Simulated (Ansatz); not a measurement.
**CdSe in the wurtzite structure (space group P6_3mc, No. 186)**

CdSe is modelled in the hexagonal space group P6₃mc (No. 186), the wurtzite structure, Pearson symbol hP4. Conventional cell: a = b = 4.302 Å, c = 7.021 Å, α = β = 90.00°, γ = 120.00°. Cd on 2b is coordinated by 4 Se at 2.633–2.638 Å (tetrahedral). Se on 2b is coordinated by 4 Cd at 2.633–2.638 Å (tetrahedral). (Neighbours: up to the widest gap in distance over summed covalent radii, below 1.35, at either atom; cation-cation and far metal-metal contacts left out.)

All numbers come from PBEsol (Ansatz, a first-principles code; PAW; 420 eV plane waves; no spin-orbit coupling). Γ-centred 9×9×5 mesh, Fermi–Dirac width 0.05 eV.

```yaml
volume_per_atom: 28.13 Å³
density: 5.65 g/cm³
band_gap: 0.54 eV, direct at Γ
electron_mass: 0.055 mₑ
Lowest conduction-band minima above the VBM: Γ 0.54 eV
total_energy: -6804.704 eV/atom (σ→0; compares only within this code and set-up)
```

Effective masses come from finite differences of ±0.01 Å⁻¹. Gaps are Kohn–Sham eigenvalue differences; semilocal functionals usually give less than the measured gap. Whether these cells are dynamically stable was not tested.
